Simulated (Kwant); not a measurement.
Kwant, Hückel tight-binding model, one pz orbital an atom, one spin, coherent transport at 0 K. Conductance is in e²/h.

Model system: π system c1ccc2c(c1)-c1ccccc-21 between two chain leads. The π system is taken as planar. Atoms are numbered from 0 in the order of the SMILES. Site energies (eV, carbon 0): [0.0, 0.0, 0.0, 0.0, 0.0, 0.0, 0.0, 0.0, 0.0, 0.0, 0.0, 0.0]. Bonds (i, j, β in eV): (0,1,-2.4) (1,2,-2.4) (2,3,-2.4) (3,4,-2.4) (4,5,-2.4) (4,6,-2.4) (6,7,-2.4) (7,8,-2.4) (8,9,-2.4) (9,10,-2.4) (10,11,-2.4) (5,0,-2.4) (11,6,-2.4) (11,3,-2.4). Leads: chains of hopping −3.6 eV, joined by −0.72 eV to atoms 0 and 10.

Site energies and bond integrals are typed Hückel values.

Sweep values stay those of the base run.

One input was changed, with this effect: transmission at E = 0 0.0016 → 0.0064.

Which change was it?
A) contacts moved from atoms [0, 10] to [0, 5]
B) contacts moved from atoms [0, 10] to [2, 7]
C) contacts moved from atoms [0, 10] to [0, 9]
D) contacts moved from atoms [0, 10] to [0, 7]
E) contacts moved from atoms [0, 10] to [0, 1]
F) contacts moved from atoms [0, 10] to [2, 5]

E, contacts moved from atoms [0, 10] to [0, 1]
